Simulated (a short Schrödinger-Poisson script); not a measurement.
# Gated In0.52Al0.48As/In0.53Ga0.47As δ-doped gas in a quantum well

Structure: gated In0.52Al0.48As/In0.53Ga0.47As δ-doped gas in a quantum well, at 150 K.

```
layer        material  thickness (nm)  Na (cm⁻³)
-----  --------------  --------------  ---------
1      In0.52Al0.48As              10          -
2      In0.52Al0.48As               5          -
3      In0.53Ga0.47As              20          -
4      In0.52Al0.48As            4000       3e15
```

Constants are typed, rounded textbook-type inputs, not results; the design itself was drawn at random and stands for no fabricated device. In0.52Al0.48As: permittivity 12.5, conduction-band edge (eV) 0.52, gap (eV) 1.45, electron mass (mₑ) 0.075, Nv at 300 K (cm⁻³) 1.1e19. In0.53Ga0.47As: permittivity 13.9, conduction-band edge (eV) 0, gap (eV) 0.74, Nv at 300 K (cm⁻³) 7.7e18.

Channel valleys (confinement mass, in-plane density-of-states mass, number): Γ 0.041, 0.041, 1. At the gate the conduction-band edge of layer 1 lies 0.65 eV − eVg above the Fermi level of the channel; the field vanishes at the back. Sheet of ionised δ-doping: +3.6e12 e/cm² at 10 nm from the gate. The barrier under the gate holds no holes. Gaps are held at their typed values at every temperature. Mesh 0.08 nm at interfaces.

Solved with a short Schrödinger-Poisson script written for these runs: 1D Poisson equation in equilibrium, electrons quantum, Hartree plus LDA exchange-correlation (BenDaniel-Duke, 40 states a valley, the channel's in-plane mass for all, wave functions free to enter the barrier), parabolic valleys, classical holes, full ionisation, no traps, pinning or gate leakage.

| Vg (V) | electrons (cm⁻²) | in the channel layer | C (μF/cm²) | Γ E0 (meV) | Γ E1 (meV) |
|---|---|---|---|---|---|
| 0.4 | 2.35e12 | 2.28e12 | 0.562 | -109.7 | -25.5 |
| 0.35 | 2.17e12 | 2.11e12 | 0.559 | -102.7 | -21.7 |
| 0.3 | 2.00e12 | 1.95e12 | 0.556 | -95.8 | -17.9 |
| 0.25 | 1.83e12 | 1.78e12 | 0.552 | -88.8 | -14.0 |
| 0.2 | 1.66e12 | 1.62e12 | 0.548 | -81.8 | -9.8 |
| 0.15 | 1.49e12 | 1.45e12 | 0.543 | -74.6 | -5.5 |
| 0.1 | 1.32e12 | 1.29e12 | 0.537 | -67.4 | -0.9 |
| 0.05 | 1.15e12 | 1.13e12 | 0.531 | -60.0 | 4.2 |
| 0 | 9.86e11 | 9.71e11 | 0.523 | -52.3 | 9.6 |
| -0.05 | 8.24e11 | 8.14e11 | 0.514 | -44.3 | 15.6 |
| -0.1 | 6.66e11 | 6.58e11 | 0.504 | -36.0 | 22.3 |
| -0.15 | 5.11e11 | 5.06e11 | 0.491 | -27.1 | 29.6 |
| -0.2 | 3.61e11 | 3.58e11 | 0.472 | -17.5 | 37.9 |
| -0.25 | 2.19e11 | 2.18e11 | 0.441 | -6.3 | 47.9 |
| -0.3 | 9.28e10 | 9.23e10 | 0.365 | 8.7 | 62.0 |
| -0.35 | 1.27e10 | 1.27e10 | 0.138 | 36.8 | 89.3 |
| -0.4 | 3.61e8 | 3.59e8 | 0.0224 | 83.2 | 135.2 |
| -0.45 | 8.38e6 | 8.34e6 | 0.0187 | 131.8 | 183.7 |

Subbands count from the Fermi level.
